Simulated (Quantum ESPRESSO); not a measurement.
How a calculation on LaYAl4 (P1, 6 atoms in the cell) responds to its settings

```
LaYAl4
1.0
    0.00000     4.01128     4.01128
    4.01128     0.00000     4.01128
    4.01128     4.01128     0.00000
La Y Al
1 1 4
Direct
  0.24985   0.25878   0.25406
  0.00314   0.00171   0.99969
  0.63391   0.12252   0.61738
  0.61971   0.63353   0.62786
  0.11804   0.61501   0.62327
  0.62535   0.61845   0.12774
```

Base run A: LDA (PZ), GBRV 1.5 ultrasoft (LDA) pseudopotentials (Quantum ESPRESSO 7.5), self-consistent single point.

Its settings: ecutwfc = 40 Ry; ecutrho = 320 Ry; occupations = smearing; smearing = marzari-vanderbilt; degauss = 0.0073499 Ry; potentials = {La: la_lda_v1.uspp.F.UPF, Y: y_lda_v1.4.uspp.F.UPF, Al: al_lda_v1.uspp.F.UPF}; K_POINTS = automatic 4 4 4 0 0 0; conv_thr = 1e-10 Ry; mixing_beta = 0.5.

The starting cell comes from a database of computed structures (which also holds hypothetical and non-ambient phases and stackings), without a prior relaxation at this level. Its atoms were displaced at random from the sites of space group no. 216. In the base run, with a pressure of about -4 GPa the cell is away from its equilibrium volume at this level.

ΔF is the free energy per atom less that of run A. 

Run A gave: pressure (GPa) -3.83; largest force (eV/Å) 0.472; TS (meV/atom) -0.1; k-points 36.

Runs:
- B: degauss, K_POINTS = 0.002205 Ry, automatic 3 3 3 0 0 0
- C: degauss, K_POINTS = 0.0073499 Ry, automatic 3 3 3 0 0 0
- D: degauss, K_POINTS = 0.02205 Ry, automatic 3 3 3 0 0 0
- E: degauss, K_POINTS = 0.002205 Ry, automatic 4 4 4 0 0 0
- F: degauss, K_POINTS = 0.02205 Ry, automatic 4 4 4 0 0 0
- G: degauss, K_POINTS = 0.002205 Ry, automatic 5 5 5 0 0 0
- H: degauss, K_POINTS = 0.0073499 Ry, automatic 5 5 5 0 0 0
- I: degauss, K_POINTS = 0.02205 Ry, automatic 5 5 5 0 0 0

Question: What does run I change against A?

Answer: The free energy goes up by 11.9 meV/atom, the pressure hardly changes (-3.83 to -3.92 GPa) and the largest force hardly changes (0.472 to 0.481 eV/Å).

```json
[
 {"run": "A", "ΔF (meV/atom)": "0.00", "pressure (GPa)": "-3.83", "largest force (eV/Å)": "0.472", "TS (meV/atom)": "-0.1", "k-points": "36"},
 {"run": "B", "ΔF (meV/atom)": "36.5", "pressure (GPa)": "-4.50", "largest force (eV/Å)": "0.586", "TS (meV/atom)": "0.4", "k-points": "14"},
 {"run": "C", "ΔF (meV/atom)": "34.9", "pressure (GPa)": "-4.46", "largest force (eV/Å)": "0.565", "TS (meV/atom)": "3.1", "k-points": "14"},
 {"run": "D", "ΔF (meV/atom)": "35.7", "pressure (GPa)": "-4.56", "largest force (eV/Å)": "0.531", "TS (meV/atom)": "-7.9", "k-points": "14"},
 {"run": "E", "ΔF (meV/atom)": "-0.19", "pressure (GPa)": "-3.87", "largest force (eV/Å)": "0.482", "TS (meV/atom)": "-0.1", "k-points": "36"},
 {"run": "F", "ΔF (meV/atom)": "-2.2", "pressure (GPa)": "-3.74", "largest force (eV/Å)": "0.485", "TS (meV/atom)": "6.8", "k-points": "36"},
 {"run": "G", "ΔF (meV/atom)": "15.6", "pressure (GPa)": "-3.93", "largest force (eV/Å)": "0.478", "TS (meV/atom)": "0.3", "k-points": "63"},
 {"run": "H", "ΔF (meV/atom)": "14.7", "pressure (GPa)": "-3.91", "largest force (eV/Å)": "0.472", "TS (meV/atom)": "1.1", "k-points": "63"},
 {"run": "I", "ΔF (meV/atom)": "11.9", "pressure (GPa)": "-3.92", "largest force (eV/Å)": "0.481", "TS (meV/atom)": "2.3", "k-points": "63"}
]
```
